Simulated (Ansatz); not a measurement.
A computed series for PtSb2: pressure series

Take PtSb$_{2}$ (space group Pa-3, No. 205; a = 6.553 Å) as the base.

Cell and atoms are relaxed at each pressure.

The values are results of PBE in Ansatz (plane waves to 420 eV, PAW, spin-orbit coupling left out), not measurements.

```tsv
P (GPa)	V (Å³/atom)
-2.01	23.930
-1.01	23.685
0.30	23.387
0.69	23.300
1.50	23.131
3.01	22.833
5.01	22.469
7.51	22.058
10.01	21.686
```

A third-order Birch–Murnaghan fit to these points gives V₀ = 23.45 Å³/atom, B₀ = 105 GPa and B₀′ = 5.1. At pressure 10 GPa the volume is 92.5 % of V₀.

Load acts through the strain it causes; cell and atoms are relaxed under it. Stability against distortions was not tested. Competing high-pressure phases were not computed. All final runs are without spin polarisation.

Ansatz is a quantum-chemistry and plane-wave program.
